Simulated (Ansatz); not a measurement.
H_F in rock-salt LiF (start: the F site; 64-site cell, 2×2×2 shifted sampling). The numbers are results of PBE, PAW (plane waves to 420 eV; Ansatz, an electronic-structure program), not measurements. Total energies of the localised charge states, counted from that of charge +1, and their image corrections (point charge with alignment); the host's valence-band maximum lies at 0.763 eV on the cells' energy zero and its gap is 8.83 eV.

| charge | moment (μB) | E − E(first) (eV) | correction (eV) |
|---|---|---|---|
| +1 | 1.0 | 0.000 | 0.093 |
| 0 | not spin-polarised | 2.799 | 0.000 |

Q: Derive the transition levels above the valence-band maximum and say which of them are thermodynamic.

A: A level is the Fermi energy at which two charges have equal formation energy: ε(q/q′) = [E(q′) + corr(q′) − E(q) − corr(q)] / (q − q′) − E_VBM.
ε(+1/0) = [(2.799 + 0.000) − (0.000 + 0.093)] / 1 − 0.763 = 1.94 eV
Thermodynamic levels at least 0.1 eV inside the gap: (+1/0) at 1.94 eV. They hold to tenths of an eV in this cell. Only the charges listed were compared. At charge −1 the carrier sat in host band states, shallow at most.
